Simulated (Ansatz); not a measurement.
Response to strain in hypothetical CsCl type NbAs

Consider NbAs in the CsCl type structure (space group Pm-3m, No. 221; a = 3.181 Å; a hypothetical phase, not in the database extracts checked; relaxed with 0.1 eV smearing). Axes: x, y, z lie along the cube axes.

Strains are applied to the cell and any free atomic positions relax; under biaxial strain the out-of-plane vector relaxes too.

The values are results of DFT with PBEsol, PAW potentials and a 420 eV plane-wave cutoff in Ansatz (an electronic-structure program), spin-orbit coupling left out, not measurements.

Notes on the quantities. pressure: mean of the normal stresses, compression positive.

| change | pressure | space group | shortest interatomic distance |
|---|---|---|---|
| base | 0.0 GPa | Pm-3m (No. 221) | 275.5 pm |
| biaxial strain +2.80 %, plane normal [001], relaxed out of plane | -6.5 GPa | P4/mmm (No. 123) | 279.3 pm |
| biaxial strain +1.08 %, plane normal [110], relaxed out of plane | -2.6 GPa | Cmmm (No. 65) | 275.2 pm |
| biaxial strain −2.39 %, plane normal [111], relaxed out of plane | 6.5 GPa | R-3m (No. 166) | 270.2 pm |
| biaxial strain +0.76 %, plane normal [111], relaxed out of plane | -1.9 GPa | R-3m (No. 166) | 274.2 pm |
| uniaxial strain ε_zz = +0.62 % | -1.1 GPa | P4/mmm (No. 123) | 276.0 pm |
| tensor shear ε_yz = +3.91 % | 1.3 GPa | Cmmm (No. 65) | 268.3 pm |

Whether these cells are dynamically stable was not tested. All final runs are without spin polarisation.
